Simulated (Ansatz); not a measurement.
Functionals compared on the (210) surface of bcc Li in its 1x1 cell, outermost plane spacing 0.77 Å in the ideal cut, in Ansatz (plane waves, PAW). The structure was relaxed with PBE; the other rows are single points on it, each with its references at the same level. Cutoff 420 eV (500 eV for r2SCAN).

Set-up: 14 atoms, 10.0 Å thick at the start (thin: gaps and levels are the slab's own); mesh 11x5x1; 0.1 eV smearing; dipole correction on; all atoms relaxed; symmetry of the start imposed; no spin, no spin-orbit, no U. These notes are the PBE run's.

| functional | surface energy (J/m²) | work function of the top face (eV) | rough cost of the single point |
|---|---|---|---|
| PBE | 0.50 | 3.00 | – |
| LDA | 0.55 | 3.08 | around 29 core-seconds (rough) |
| PBEsol | 0.53 | 3.02 | very roughly 28 core-seconds |
| RPBE | ? | ? | around 28 core-seconds (rough) |
| r2SCAN | 0.52 | 2.97 | roughly 70 core-seconds |

Task: Complete the blanks.

Result: 
- RPBE, surface energy (J/m²): 0.47
- RPBE, work function of the top face (eV): 2.95

Ansatz is a quantum-chemistry and plane-wave program.
